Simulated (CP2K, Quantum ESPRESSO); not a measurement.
A CP2K input for a self-consistent single point of CaO (Fm-3m, 2 atoms in the cell) (DFT PBE, GPW, DZVP-MOLOPT-SR-GTH basis, GTH-PBE potentials (GTH_POTENTIALS)):

```
&GLOBAL
  PROJECT bulk
  RUN_TYPE ENERGY_FORCE
  PRINT_LEVEL MEDIUM
&END GLOBAL
&FORCE_EVAL
  METHOD Quickstep
  STRESS_TENSOR ANALYTICAL
  &DFT
    BASIS_SET_FILE_NAME BASIS_MOLOPT
    POTENTIAL_FILE_NAME GTH_POTENTIALS
    &QS
      METHOD GPW
      EPS_DEFAULT 1E-10
    &END QS
    &MGRID
      CUTOFF 500
      REL_CUTOFF 40
      NGRIDS 5
    &END MGRID
    &SCF
      SCF_GUESS ATOMIC
      EPS_SCF 1E-6
      MAX_SCF 100
      ADDED_MOS 4
      &DIAGONALIZATION
        ALGORITHM STANDARD
      &END DIAGONALIZATION
      &MIXING
        METHOD BROYDEN_MIXING
        ALPHA 0.3
        NBUFFER 10
      &END MIXING
      &SMEAR ON
        METHOD FERMI_DIRAC
        ELECTRONIC_TEMPERATURE [K] 232.09
      &END SMEAR
    &END SCF
    &KPOINTS
      SCHEME MONKHORST-PACK 12 12 12
      GAMMA_CENTERED T
    &END KPOINTS
    &XC
      &XC_FUNCTIONAL PBE
      &END XC_FUNCTIONAL
    &END XC
    &PRINT
      &MO
        EIGENVALUES T
        OCCUPATION_NUMBERS T
        NDIGITS 8
        FILENAME mo
        &EACH
          QS_SCF 0
        &END EACH
        ADD_LAST NUMERIC
      &END MO
      &MULLIKEN ON
      &END MULLIKEN
    &END PRINT
  &END DFT
  &SUBSYS
    &CELL
      A 3.26286800 0.00000000 0.00000000
      B 1.63143400 2.82572600 0.00000000
      C 1.63143400 0.94190900 2.66412000
      PERIODIC XYZ
    &END CELL
    &COORD
      SCALED
      Ca       0.00000000     0.00000000     0.00000000
      O        0.50000000     0.50000000     0.50000000
    &END COORD
    &KIND Ca
      BASIS_SET DZVP-MOLOPT-SR-GTH-q10
      POTENTIAL GTH-PBE-q10
    &END KIND
    &KIND O
      BASIS_SET DZVP-MOLOPT-SR-GTH-q6
      POTENTIAL GTH-PBE-q6
    &END KIND
  &END SUBSYS
  &PRINT
    &FORCES ON
    &END FORCES
    &STRESS_TENSOR ON
    &END STRESS_TENSOR
  &END PRINT
&END FORCE_EVAL
```

Task: Translate this input to Quantum ESPRESSO.

Result: One input that does it (others would too):

```fortran
&CONTROL
   calculation = 'scf'
   outdir = './tmp'
   pseudo_dir = './'
   tprnfor = .true.
   tstress = .true.
/
&SYSTEM
   ibrav = 0
   nat = 2
   ntyp = 2
   ecutwfc = 55
   ecutrho = 440
   occupations = 'smearing'
   smearing = 'fd'
   degauss = 0.00147
/
&ELECTRONS
   conv_thr = 1.0d-10
   mixing_beta = 0.7
/
ATOMIC_SPECIES
Ca    40.0780  Ca_pbe_v1.uspp.F.UPF
O     15.9990  O.pbe-n-kjpaw_psl.0.1.UPF
CELL_PARAMETERS {angstrom}
   0.0000000000     2.3071960000     2.3071960000
   2.3071960000     0.0000000000     2.3071960000
   2.3071960000     2.3071960000     0.0000000000
ATOMIC_POSITIONS {angstrom}
Ca    0.0000000000    0.0000000000    0.0000000000
O     2.3071960000    2.3071960000    2.3071960000
K_POINTS {automatic}
12 12 12  0 0 0
```

Basis settings and potentials, where a program has them, do not carry over. This input uses DFT, PBE, plane waves, SSSP 1.1.2 efficiency (PBE) pseudopotentials. Both were run: pressure 21.28 GPa in CP2K and 19.40 in Quantum ESPRESSO; gap on the mesh 3.471 eV in CP2K and 3.583 in Quantum ESPRESSO.

On Quantum ESPRESSO: the starting cell comes from a database of computed structures (which also holds hypothetical and non-ambient phases and stackings), without a prior relaxation at this level. Its lattice was rescaled by a random factor within 2.5 % of one. For this run, on top of that: lattice scaled by 0.98. With a pressure of about 19 GPa the cell is away from its equilibrium volume at this level.

On CP2K: the starting cell comes from a database of computed structures (which also holds hypothetical and non-ambient phases and stackings), without a prior relaxation at this level. Its lattice was rescaled by a random factor within 2.5 % of one. For this run, on top of that: lattice scaled by 0.98. Values carry the incompleteness of an atom-centred basis. With a pressure of about 21 GPa the cell is away from its equilibrium volume at this level.
